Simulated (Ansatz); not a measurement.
Worked example: self-consistent single point of Cu₃N (Pm-3m, 4 atoms in the cell) in Ansatz (a program for electronic structure).

Computed with PBE, PAW files (plane waves; Ansatz).

The change in words: lattice scaled by 0.98. Reference geometry:
```yaml
crystal:
  lattice:
    - [3.83607, 0.00000, 0.00000]
    - [0.00000, 3.83607, 0.00000]
    - [0.00000, 0.00000, 3.83607]
  atoms:
    - { symbol: Cu, position: [0.00000, 0.00000, 0.50000] }
    - { symbol: Cu, position: [0.50000, 0.00000, 0.00000] }
    - { symbol: Cu, position: [0.00000, 0.50000, 0.00000] }
    - { symbol: N, position: [0.00000, 0.00000, 0.00000] }
```

Reference input (self-consistent single point, DFT, PBE, plane waves, PAW files): kpoints.mp_grid.grid = 7 7 7; hamiltonian.xc = pbe; hamiltonian.pseudopotentials = {kind: paw} (the program's default PAW files); scf.occupations.method = gaussian; scf.occupations.width = 0.02 Ry. This run's input differs from it in these lines:

```diff
@@ -3,5 +3,5 @@
   lattice:
-    - [3.836072, 0.000000, 0.000000]
-    - [0.000000, 3.836072, 0.000000]
-    - [0.000000, 0.000000, 3.836072]
+    - [3.759351, 0.000000, 0.000000]
+    - [0.000000, 3.759351, 0.000000]
+    - [0.000000, 0.000000, 3.759351]
   atoms:
```

Output, abridged:

```
SCF iter   1: F=—  HF=-20259.920506 eV  |F-HF|=—  |Δ(HF+E_count)|=         —  Δρ=1.74e-1  dr2=9.96e0  ethr=3.10e-3  ⟨swp⟩=4.6  Hψ=2421  notcnv=0
all-band conjugate gradients solve this SCF's bands
preconditioner: auto → Resta (q_TF=auto, 2.799 Å⁻¹)
SCF iter   2: F=—  HF=-20259.325730 eV  |F-HF|=—  |Δ(HF+E_count)|=   5.95e-1  Δρ=8.60e-2  dr2=1.68e0  ethr=3.10e-3  ⟨swp⟩=2.1  Hψ=1650  notcnv=0  defer=32
   [... lines left out ...]
SCF iter   7: F=—  HF=-20258.299203 eV  |F-HF|=—  |Δ(HF+E_count)|=   6.37e-5  Δρ=2.06e-4  dr2=2.89e-5  ethr=2.88e-7  ⟨swp⟩=2.9  Hψ=1177  notcnv=0  defer=32
SCF iter   8: F=—  HF=-20258.299190 eV  |F-HF|=—  |Δ(HF+E_count)|=   1.30e-5  Δρ=5.45e-5  dr2=3.00e-6  ethr=4.67e-8  ⟨swp⟩=2.5  Hψ=1207  notcnv=0  defer=32
SCF iter   9: F=—  HF=-20258.299191 eV  |F-HF|=—  |Δ(HF+E_count)|=   6.20e-7  Δρ=2.50e-5  dr2=5.05e-7  ethr=4.83e-9  ⟨swp⟩=2.0  Hψ=860  notcnv=0  defer=32
SCF iter  10: F=-20258.299191 eV  HF=-20258.299191 eV  |F-HF|=2.10e-8  |Δ(HF+E_count)|=   3.03e-7  Δρ=4.59e-6  dr2=1.10e-8  ethr=1.61e-10  ⟨swp⟩=8.8  Hψ=3007  notcnv=0
SCF 1 converged in 10 iterations: F = -20258.299191 eV  dr2 = 1.10e-8
Free energy (F): -20258.299191 eV
Internal energy: -20258.297713 eV  (E = F + TS)
E sigma→0 (E₀):  -20258.298452 eV
Entropy (-TS):   -0.001478 eV (-0.370 meV/atom)
Fermi energy:    11.865040 eV
--- Forces (eV/Å), atoms counted from 1 ---
  atom   1  Cu     0.00000000     0.00000000     0.00000000
   [... zero for the other atoms too ...]
--- Stress (GPa, compression-positive) ---
        7.020982       0.000000       0.000000
        0.000000       7.020982       0.000000
        0.000000       0.000000       7.020982
  P = ⅓ Tr σ = 7.0210 GPa (70.210 kbar)
  The stress holds the Pulay correction. Without it, at fixed plane waves, as pw.x and ABINIT print it: P = 6.8014 GPa
```

The run converged in 10 iterations. Against the reference run the free energy rises by 15.0 meV/atom and the pressure goes from -0.81 to 7.02 GPa.

The starting cell comes from a database of computed structures (which also holds hypothetical and non-ambient phases and stackings), without a prior relaxation at this level. Its lattice was rescaled by a random factor within 2.5 % of one. For this run, on top of that: lattice scaled by 0.98. Spin polarisation is off. With a pressure of about 7 GPa the cell is away from its equilibrium volume at this level. Ansatz's pressure includes its estimate of the finite-basis (Pulay) stress. A gap is left out here, as mesh or smearing make it unsure.

Keys are those of Ansatz 0.2.
